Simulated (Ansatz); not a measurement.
A self-consistent single point of Cs2AgSbCl6 (Fm-3m, 10 atoms in the cell) with Ansatz (a program for electronic structure).

Computed with PBEsol, default PAW files made with PBE (plane waves; Ansatz).

```yaml
crystal:
  lattice:
    - [0.00000, 5.24506, 5.24506]
    - [5.24506, 0.00000, 5.24506]
    - [5.24506, 5.24506, 0.00000]
  atoms:
    - { symbol: Cs, position: [0.25000, 0.25000, 0.25000] }
    - { symbol: Cs, position: [0.75000, 0.75000, 0.75000] }
    - { symbol: Ag, position: [0.50000, 0.50000, 0.50000] }
    - { symbol: Sb, position: [0.00000, 0.00000, 0.00000] }
    - { symbol: Cl, position: [0.74910, 0.25090, 0.25090] }
    - { symbol: Cl, position: [0.25090, 0.74910, 0.74910] }
    - { symbol: Cl, position: [0.25090, 0.74910, 0.25090] }
    - { symbol: Cl, position: [0.74910, 0.25090, 0.74910] }
    - { symbol: Cl, position: [0.25090, 0.25090, 0.74910] }
    - { symbol: Cl, position: [0.74910, 0.74910, 0.25090] }
```

Reference input (self-consistent single point, DFT, PBEsol, plane waves, default PAW files made with PBE): basis.ecutwfc = 420 eV; kpoints.mp_grid.grid = 4 4 4; hamiltonian.xc = pbesol; hamiltonian.pseudopotentials = {kind: paw} (the program's default PAW files); scf.occupations.method = methfessel_paxton; scf.occupations.width = 0.05 eV. This run's input differs from it in these lines:

Ansatz 0.2 input:
```diff
@@ -18,3 +18,3 @@
 basis:
-  ecutwfc: 420.0
+  ecutwfc: 170.0
 kpoints:
```

Output, abridged:

```
SCF iter   1: F=—  HF=-31418.214753 eV  |F-HF|=—  |Δ(HF+E_count)|=         —  Δρ=1.10e-1  dr2=2.01e1  ethr=1.77e-3  ⟨swp⟩=7.9  Hψ=1928  notcnv=0  defer=3
all-band conjugate gradients solve this SCF's bands
preconditioner: auto → Resta (q_TF=auto, 2.263 Å⁻¹)
SCF iter   2: F=—  HF=-31408.710831 eV  |F-HF|=—  |Δ(HF+E_count)|=    9.50e0  S|Δr|=    0.00e0  Δρ=3.60e-2  dr2=1.66e0  ethr=1.77e-3  ⟨swp⟩=3.0  Hψ=1169  notcnv=0  defer=25
   [... lines left out ...]
SCF iter   7: F=—  HF=-31407.863034 eV  |F-HF|=—  |Δ(HF+E_count)|=   3.31e-4  S|Δr|=    0.00e0  Δρ=2.72e-5  dr2=3.32e-6  ethr=4.61e-8  ⟨swp⟩=2.0  Hψ=705  notcnv=0  defer=31
SCF iter   8: F=—  HF=-31407.863035 eV  |F-HF|=—  |Δ(HF+E_count)|=   9.69e-7  S|Δr|=    0.00e0  Δρ=7.65e-6  dr2=2.22e-7  ethr=3.53e-9  ⟨swp⟩=2.0  Hψ=699  notcnv=0  defer=31
SCF iter   9: F=-31407.863035 eV  HF=-31407.863035 eV  |F-HF|=5.58e-9  |Δ(HF+E_count)|=   5.49e-8  S|Δr|=    0.00e0  Δρ=1.95e-6  dr2=8.19e-9  ethr=1.06e-10  ⟨swp⟩=13.0  Hψ=1881  notcnv=0
SCF 1 converged in 9 iterations: F = -31407.863035 eV  dr2 = 8.19e-9
Stability not checked (fill_not_monotonic)
Free energy (F): -31407.863035 eV
Internal energy: -31407.863035 eV  (E = F + TS)
E sigma→0 (E₀):  -31407.863035 eV
Fermi energy:    5.653919 eV
--- Forces (eV/Å), atoms counted from 1 ---
  atom   1  Cs    -0.00000000     0.00000000    -0.00000000
  atom   2  Cs    -0.00000000     0.00000000    -0.00000000
  atom   3  Ag     0.00000000    -0.00000000     0.00000000
  atom   4  Sb    -0.00000000     0.00000000     0.00000000
  atom   5  Cl    -0.36747708     0.00000000     0.00000000
   [... lines left out ...]
  atom  10  Cl    -0.00000000     0.00000000     0.36747708
--- Stress (GPa, compression-positive) ---
       -1.552601       0.000000      -0.000000
        0.000000      -1.552601      -0.000000
        0.000000       0.000000      -1.552601
  P = ⅓ Tr σ = -1.5526 GPa (-15.526 kbar)
  The stress holds the Pulay correction. Without it, at fixed plane waves, as pw.x and ABINIT print it: P = -172.1185 GPa
```

The run converged in 9 iterations. Against the reference run the free energy goes up by 7.18 eV/atom, the pressure goes from 0.73 to -1.55 GPa, the largest force goes from 0.049 to 0.367 eV/Å and the gap on the mesh goes from 1.068 to 1.611 eV.

The starting cell was generated: these elements placed on a structure prototype, without a prior relaxation; it need not be a known phase or ordering of this composition. Spin-orbit coupling is off. Ansatz's pressure includes its estimate of the finite-basis (Pulay) stress. Without the estimate this run gives -172.12 GPa. The cutoff lies below the one recommended for these files.
